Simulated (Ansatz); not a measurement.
For BaPdAs (P-6m2), PBEsol, DFPT electron-phonon coupling, linearised Boltzmann equation run with Ansatz (a first-principles code) gives a transport coupling λ_tr = 0.564 and a Drude plasma energy ħω_p = 5.12 eV along x (a = (4.31, 0.00, 0.00) Å; b = (-2.16, 3.74, 0.00) Å; c = (0.00, 0.00, 4.70) Å).

Estimate the resistivity at 300 K from the high-temperature formula ρ = 2π λ_tr k_B T / (ħ ε₀ ω_p²), and say how the full Boltzmann solution compares.

The scattering rate is 1/τ = 2π λ_tr k_B T/ħ = 1.39e14 s⁻¹ and ω_p = 7.78e15 s⁻¹, so ρ ≈ 26.0 μΩ·cm. The Boltzmann solution gives 25.2 μΩ·cm, 0.97 times the estimate.

A metal at this level (no band gap). Only scattering by harmonic phonons is included (no impurities, grain boundaries, electron-electron scattering or thermal expansion). Spin-orbit coupling is left out. Values near or above 100 μΩ·cm, or paths under about 2 nm, lie near resistivity saturation, where the Boltzmann equation overshoots. The run warned that the eigensolver left some states short of its tolerance. Halving the electron mesh (24x24x20) moves the resistivity by up to 3 % at 300 K, the coupling by up to 2 %. Smearing 0.20 eV; phonons on a 4x4x3 q mesh, which this run doesn't test.

Computed structure with no diffraction record at hand here (it may be known, metastable or hypothetical): BaPdAs (P-6m2).
